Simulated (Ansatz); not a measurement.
## Parameter sweep on ReRu (Pmma, 4 atoms in the cell)

```xyz
4
Lattice="4.2305 0.0000 0.0000 0.0000 2.8005 0.0000 0.0000 0.0000 4.3192" Properties=species:S:1:pos:R:3 pbc="T T T"
Ru     3.1729     1.4002     1.3497
Ru     1.0576     1.4002     2.9694
Re     3.1729     0.0000     3.5093
Re     1.0576     0.0000     0.8098
```

Base run A: PBE run with Ansatz (a first-principles code), self-consistent single point.

Its settings: basis.ecutwfc = 420 eV; kpoints.mp_grid.grid = 9 14 9; hamiltonian.xc = pbe; hamiltonian.pseudopotentials = {kind: paw} (the program's default PAW files); scf.occupations.method = methfessel_paxton; scf.occupations.width = 0.272 eV.

The starting cell was generated: these elements placed on a structure prototype, without a prior relaxation; it need not be a known phase or ordering of this composition. Its lattice was rescaled by a random factor within 2.5 % of one. Spin polarisation is off. In the base run, with a pressure of about 52 GPa the cell is away from its equilibrium volume at this level. In the base run, forces exceed 1 eV/Å. Ansatz's pressure includes its estimate of the finite-basis (Pulay) stress.

ΔF is the free energy per atom less that of run A. 

| run | kpoints.mp_grid.grid, scf.occupations.width | ΔF (meV/atom) | pressure (GPa) | largest force (eV/Å) | TS (meV/atom) | k-points |
|---|---|---|---|---|---|---|
| A | 9 14 9, 0.272 eV | 0.00 | 51.89 | 1.003 | 0.0 | 200 |
| B | 8 11 7, 0.03 eV | -2.5 | 51.90 | 1.014 | 0.1 | 120 |
| C | 8 11 7, 0.1 eV | -2.5 | 51.89 | 1.007 | -0.2 | 120 |
| D | 8 11 7, 0.3 eV | -2.4 | 51.83 | 1.031 | -1.2 | 120 |
| E | 9 13 9, 0.03 eV | 1.36 | 51.96 | 0.952 | 0.1 | 175 |
| F | 9 13 9, 0.1 eV | 1.19 | 51.95 | 0.965 | 0.4 | 175 |
| G | 9 13 9, 0.3 eV | 0.58 | 51.93 | 0.997 | 0.2 | 175 |
| H | 9 14 9, 0.03 eV | 0.14 | 51.93 | 0.997 | 0.0 | 200 |
| I | 9 14 9, 0.1 eV | 0.14 | 51.90 | 0.998 | 0.0 | 200 |
| J | 9 14 9, 0.3 eV | 0.01 | 51.88 | 1.005 | -0.2 | 200 |
| K | 10 15 10, 0.03 eV | -1.27 | 51.93 | 1.001 | 0.0 | 288 |
| L | 10 15 10, 0.1 eV | -1.23 | 51.91 | 1.012 | -0.1 | 288 |
| M | 10 15 10, 0.3 eV | -0.72 | 51.86 | 1.018 | -1.6 | 288 |

Run D against A: The free energy drops by 2.4 meV/atom, the pressure stays near 51.83 GPa while the yy stress (positive for compression) goes from 29.87 to 29.51 GPa and the largest force goes from 1.003 to 1.031 eV/Å.

Run K against A: The free energy falls by 1.3 meV/atom, the pressure moves little (51.89 to 51.93 GPa) and the largest force hardly changes (1.003 to 1.001 eV/Å).

Run E against A: The free energy goes up by 1.4 meV/atom, the pressure stays near 51.96 GPa while the yy stress (positive for compression) goes from 29.87 to 30.25 GPa and the largest force goes from 1.003 to 0.952 eV/Å.

Keys are those of Ansatz 0.2.
